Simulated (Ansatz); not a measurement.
Take Rh in the fcc (Cu type) structure (space group Fm-3m, No. 225; a = 3.7802 Å) as the base.

Levels (all Ansatz, a quantum-chemistry and plane-wave program, PAW, earlier PAW set): PBEsol (420 eV, no spin-orbit coupling); r2SCAN (500 eV, no spin-orbit coupling).

The geometry is relaxed with PBEsol.

* **PBEsol pressure**: 0.0 GPa

Task: What does r2SCAN give at this geometry for the pressure?

Result: The pressure goes from zero to 4.6 GPa.

Single points use the geometry relaxed with PBEsol. Their cutoffs differ, which shifts pressures a little. No phonon test of stability was made. The final runs are not spin-polarised.
